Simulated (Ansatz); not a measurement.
Abridged Ansatz (a first-principles code) output:

```
Relaxation: its limit of steps is 50 (relax.max_steps)
Pseudopotential: K, paw, valence charge 9
Pseudopotential: Ta, paw, valence charge 13
Pseudopotential: O, paw, valence charge 6
Crystal: 5 atoms, lattice volume = 57.769 Å³
Basis set: ecut = 420 eV, 1141 PW (Γ), exchange–correlation on 54×54×54 points (8 copies of the dense FFT grid, shifted against one another)
Bands: 25, of which v1, the nominal top of the filled ones, is band 20 counted from 1 (19 counted from 0)
Symmetry: 48 space group operations
k-points: 35 of 512
Functional: x = pbesol(κ = 0.804, μ = 0.12345679012345678), c = pbesol(β = 0.046)
SCF iter   1: F=—  HF=-13010.746867 eV  |F-HF|=—  |Δ(HF+E_count)|=         —  Δρ=1.71e-2  dr2=1.42e-1  ethr=1.77e-3  ⟨swp⟩=6.5  Hψ=4386  notcnv=0
SCF iter   2: F=—  HF=-13010.712594 eV  |F-HF|=—  |Δ(HF+E_count)|=   3.43e-2  Δρ=3.88e-3  dr2=5.24e-3  ethr=3.54e-4  ⟨swp⟩=2.1  Hψ=1671  notcnv=0  defer=30
SCF 1 converged in 8 iterations: F = -13010.712008 eV  dr2 = 3.41e-11
relax step   1: F+E_penalty+E_count = -13010.71200802 eV  Δ(F+E_penalty+E_count) = +0.000e0 eV  max|allowed force component| = 4.699e-29 eV/Å  Δτ_max = 0.0000 Å  (8 SCF iters, accepted)
SCF converged after 8 iterations
Free energy (F): -13010.712008 eV
Internal energy: -13010.712008 eV  (E = F + TS)
E sigma→0 (E₀):  -13010.712008 eV
Fermi energy:    11.175678 eV
--- Forces (eV/Å), atoms counted from 1 ---
  atom   1  K      0.00000000     0.00000000    -0.00000000
  atom   2  Ta     0.00000000    -0.00000000     0.00000000
  atom   3  O     -0.00000000    -0.00000000    -0.00000000
  atom   4  O      0.00000000     0.00000000     0.00000000
  atom   5  O      0.00000000    -0.00000000     0.00000000
--- Stress (GPa, compression-positive) ---
       22.694170       0.000000       0.000000
        0.000000      22.694170       0.000000
        0.000000       0.000000      22.694170
  P = ⅓ Tr σ = 22.6942 GPa (226.942 kbar)
--- Relaxed structure (1 steps of the walk, 1 accepted, 0 SCFs on fresh bases) ---
  atoms:
    - { symbol: K, position: [0.0, 0.0, 0.0] }
    - { symbol: Ta, position: [0.5, 0.5, 0.5] }
    - { symbol: O, position: [0.5, 0.0, 0.5] }
    - { symbol: O, position: [0.0, 0.5, 0.5] }
    - { symbol: O, position: [0.5, 0.5, 0.0] }
```

### Question
What was computed, and what are the main results?

### Answer
KTaO3, 5 atoms in the cell, with PBEsol (Ansatz, PAW, no spin-orbit coupling). The last SCF converged to F = -13010.712008 eV, or -2602.1424 eV per atom, at a pressure of 22.69 GPa. The total energy compares only with runs of the same code, potentials and settings.

Spin-orbit coupling, missing from the scalar runs, can matter with Ta. The cells carry an imposed strain or load. Stability against distortions was not tested. The cell was made from KTaO₃ in the cubic perovskite structure (space group Pm-3m, No. 221) by this change: isotropic strain −3.00 %.

Keys are those of Ansatz 0.2.
